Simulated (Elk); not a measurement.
# Worked example: self-consistent single point of I (Cmce, 4 atoms in the cell) in Elk

Method of the run: PBE, all-electron FP-LAPW, Elk's shipped species files, APW+lo basis with extra local orbitals (Elk).

This input was run:

```
tasks
  0

xctype
  20

tforce
  .true.

rgkmax
  8.0

gmaxvr
  18.0

lmaxapw
  10

lmaxo
  8

nxlo
  2

lorbcnd
  .true.

lradstp
  2

nrmtscf
  2.0

rmtscf
  0.93

lmaxi
  4

swidth
  0.000367493

maxscl
  100

avec
    4.5408304638   -6.8918236176    0.0000000000
    4.5408304638    6.8918236176    0.0000000000
    0.0000000000    0.0000000000   18.5614701420

atoms
  1
  'I.in'
  4
  0.8460000000  0.8460000000  0.8830000000    0.0 0.0 0.0
  0.6540000000  0.6540000000  0.3830000000    0.0 0.0 0.0
  0.3460000000  0.3460000000  0.6170000000    0.0 0.0 0.0
  0.1540000000  0.1540000000  0.1170000000    0.0 0.0 0.0

ngridk
  4 4 2
```

Log, with long lists cut:

```
│ Elk code version 10.2.4 │

All units are atomic (Hartree, Bohr, etc.)

│ Ground-state run starting from atomic densities │

Lattice vectors :
   4.540830464      -6.891823618       0.000000000
   4.540830464       6.891823618       0.000000000
   0.000000000       0.000000000       18.56147014

Unit cell volume      :    1161.747665
Brillouin zone volume :   0.2135147080

Muffin-tin inner radius fraction :   0.1000000000E-01

Nuclei treated as point charges

Species :    1 (I)
 parameters loaded from : I.in
 name : iodine
 nuclear charge    :   -53.00000000
 electronic charge :    53.00000000
 atomic mass :    231332.6970
 muffin-tin radius :    2.418000000
 number of radial points in muffin-tin :   1199
 atomic positions (lattice), magnetic fields (Cartesian) :
   1 :   0.34600000  0.34600000  0.38300000    0.00000000  0.00000000  0.00000000
   2 :   0.15400000  0.15400000 -0.11700000    0.00000000  0.00000000  0.00000000
   3 :  -0.15400000 -0.15400000  0.11700000    0.00000000  0.00000000  0.00000000
   4 :  -0.34600000 -0.34600000 -0.38300000    0.00000000  0.00000000  0.00000000

Total number of atoms per unit cell :    4

Spin treatment :
 spin-unpolarised

Number of Bravais lattice symmetries :    8
Number of crystal symmetries         :    8
Crystal has inversion symmetry
Real symmetric eigensolver will be used

k-point grid :      4     4     2
k-point offset :    0.000000000       0.000000000       0.000000000
k-point set is reduced with full crystal symmetry group
Total number of k-points :       14

Muffin-tin radius times maximum |G+k| :    8.000000000
 using average radius
Maximum |G+k| for APW functions       :    3.308519438
Maximum (1/2)|G+k|²                   :    5.473150434
Maximum |G| for potential and density :    18.00000000
 potential will be trimmed for |G| > 2 gkmax
Constant for pseudocharge density :   11
Radial integration step length :    2

G-vector grid sizes :     48    48   108
Number of G-vectors :   114423

Maximum angular momentum used for
 APW functions                      :   10
 outer part of muffin-tin           :    8
 inner part of muffin-tin           :    4

Total nuclear charge    :   -212.0000000
Total core charge       :    144.0000000
Total valence charge    :    68.00000000
Total excess charge     :    0.000000000
Total electronic charge :    212.0000000

Effective Wigner radius, rₛ :    1.093693873

Number of empty states         :   16
Total number of valence states :   50
Total number of core states    :  144

Conduction state local-orbitals added automatically
Total number of local-orbitals :  448

Exchange-correlation functional :     20     0     0
 Perdew-Burke-Ernzerhof, Phys. Rev. Lett. 77, 3865 (1996)
 gradient requirement :    1
 generalised gradient approximation (GGA)

Smearing type :    3
 Fermi-Dirac
Smearing width :   0.3674930000E-03
Effective electronic temperature (K) :    116.0451112

Mixing type :    3
 Broyden mixing, J. Phys. A: Math. Gen. 17, L317 (1984)

Kohn-Sham potential initialised from atomic data
│ Self-consistent loop started │
│ Loop number : 1 │
 total energy                :     -28491.1508126
│ Loop number : 2 │
 total energy                :     -28491.1233260
RMS change in Kohn-Sham potential (target) :   0.7177210707E-01 (  0.1000000000E-05)
Absolute change in total energy (target)   :   0.2748657857E-01 (  0.1000000000E-03)
│ Loop number : 3 │
 total energy                :     -28490.3391443
RMS change in Kohn-Sham potential (target) :   0.6758588353E-01 (  0.1000000000E-05)
Absolute change in total energy (target)   :   0.7910533697     (  0.1000000000E-03)
│ Loop number : 4 │
 total energy                :     -28483.3796480
RMS change in Kohn-Sham potential (target) :   0.3376086290E-01 (  0.1000000000E-05)
Absolute change in total energy (target)   :    7.157259672     (  0.1000000000E-03)
│ Loop number : 5 │
 total energy                :     -28478.6457747
RMS change in Kohn-Sham potential (target) :   0.1058299081E-01 (  0.1000000000E-05)
Absolute change in total energy (target)   :    6.523188143     (  0.1000000000E-03)
   [... lines left out ...]
Absolute change in total energy (target)   :   0.1252612032E-01 (  0.1000000000E-03)
│ Loop number : 12 │
 total energy                :     -28476.3724856
RMS change in Kohn-Sham potential (target) :   0.6396658575E-06 (  0.1000000000E-05)
Absolute change in total energy (target)   :   0.3354872184E-02 (  0.1000000000E-03)
│ Loop number : 13 │
 total energy                :     -28476.3724655
RMS change in Kohn-Sham potential (target) :   0.2549790321E-06 (  0.1000000000E-05)
Absolute change in total energy (target)   :   0.8587768716E-03 (  0.1000000000E-03)
│ Loop number : 14 │
 total energy                :     -28476.3724969
RMS change in Kohn-Sham potential (target) :   0.4509556755E-07 (  0.1000000000E-05)
Absolute change in total energy (target)   :   0.1833524038E-03 (  0.1000000000E-03)
│ Loop number : 15 │
 total energy                :     -28476.3724956
RMS change in Kohn-Sham potential (target) :   0.1892740485E-07 (  0.1000000000E-05)
Absolute change in total energy (target)   :   0.4705131505E-04 (  0.1000000000E-03)
Convergence targets achieved

│ Loop number : 16 │

Energies :
 Fermi                       :     0.105256527874
 sum of eigenvalues          :     -17360.7377361
 electron kinetic            :      30181.7096169
 core electron kinetic       :      29422.4639050
 Coulomb                     :     -57931.3975082
 Coulomb potential           :     -46593.9236085
 nuclear-nuclear             :     -2122.50756150
 electron-nuclear            :     -65023.8562849
 Hartree                     :      9214.96633822
 Madelung                    :     -34634.4357040
 xc potential                :     -948.523744567
 exchange                    :     -715.253705727
 correlation                 :     -11.4309009791
 electron entropic           :    -0.833129280006E-12
 total energy                :     -28476.3724980

Density of states at Fermi energy :   0.2721371833E-06
 (states/Hartree/unit cell)

Estimated indirect band gap :   0.4288261831E-01
 from k-point     10 to k-point      7
Estimated direct band gap   :   0.4850228590E-01
 at k-point      1

Charges :
 core                        :    144.0000000
 valence                     :    68.00000000
 interstitial                :    10.88946100
 muffin-tins (core leakage)
  species :    1 (I)
   atom    1                 :    50.27763475     (  0.5839060069E-03)
   atom    2                 :    50.27763475     (  0.5839060069E-03)
   atom    3                 :    50.27763475     (  0.5839060069E-03)
   atom    4                 :    50.27763475     (  0.5839060069E-03)
 total in muffin-tins        :    201.1105390
 total calculated charge     :    211.9976286
 total charge                :    212.0000000
 error                       :   0.2371369112E-02

│ Self-consistent loop stopped │

Forces :
 species :    1 (I)
  atom :    1
   Hellmann-Feynman          :    -0.22427494    0.00000000   -0.20011599
   IBS                       :     0.22253238   -0.00000000    0.19348958
   total force               :    -0.00174257    0.00000000   -0.00662641
   total magnitude           :     0.00685171
  atom :    2
   Hellmann-Feynman          :     0.22427494    0.00000000   -0.20011599
   IBS                       :    -0.22253238   -0.00000000    0.19348958
   total force               :     0.00174257    0.00000000   -0.00662641
   total magnitude           :     0.00685171
  atom :    3
   Hellmann-Feynman          :    -0.22427494   -0.00000000    0.20011599
   IBS                       :     0.22253238    0.00000000   -0.19348958
   total force               :    -0.00174257    0.00000000    0.00662641
   total magnitude           :     0.00685171
  atom :    4
   Hellmann-Feynman          :     0.22427494   -0.00000000    0.20011599
   IBS                       :    -0.22253238    0.00000000   -0.19348958
   total force               :     0.00174257    0.00000000    0.00662641
   total magnitude           :     0.00685171
```

The run converged in 16 iterations. The count includes the last loop, which Elk runs after its targets are met.

The starting cell has typed, rounded lattice constants, without a prior relaxation at this level. Its lattice was rescaled by a random factor within 2.5 % of one. Spin-orbit coupling is off. Values depend on the basis (sphere radii, cutoffs, local orbitals), which need not be converged.

Cost on one core of a shared machine: roughly 2 min.
